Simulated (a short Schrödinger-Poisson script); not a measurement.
From a short Schrödinger-Poisson script (our own, NumPy): one-band effective-mass equation with BenDaniel-Duke matching, electrons, heavy and light holes apart, hard walls at the outer ends, one valence edge for both holes (no strain splitting), no charge, excitons, band mixing or non-parabolicity; under a field the levels are quasi-bound states of a box, listed while three quarters of their weight lies within 4 nm of the wells.

Structure: single In0.1Ga0.9N/GaN quantum well.

```
layer     material  thickness (nm)  built-in field (kV/cm)
-----  -----------  --------------  ----------------------
1              GaN              12                       -
2      In0.1Ga0.9N             2.5                    1100
3              GaN              12                       -
```

Constants are typed, rounded textbook-type inputs, not results; the design itself was drawn at random and stands for no fabricated device. In0.1Ga0.9N: direct gap (eV) 3.034, conduction-band edge (eV) 0, electron mass (mₑ) 0.187, heavy-hole mass 1.7, light-hole mass 0.3. GaN: direct gap (eV) 3.43, conduction-band edge (eV) 0.277, electron mass (mₑ) 0.2, heavy-hole mass 1.9, light-hole mass 0.33.

The valence-band edge of each layer lies one gap below its conduction-band edge. The electron's potential energy rises along the stack by the applied field and, inside the well alone, by the built-in field (unscreened; none in the barriers). Mesh 0.03 nm at interfaces.

Gate and field steps stay those of the base.

One input was changed, with this effect: e1-hh1 transition at zero applied field 3.064 → 3.053 eV; squared e1-hh1 overlap at zero applied field 0.24 → 0.21.

Which change was it?
A) well width 2.5 → 1.2 nm
B) conduction-band offset 0.277 → 0.21 eV

B, conduction-band offset 0.277 → 0.21 eV

Excitons, screening of the built-in field, fields in the barriers and alloy fluctuations are left out, and strain enters only through the typed gaps and offsets, so measured lines lie elsewhere.
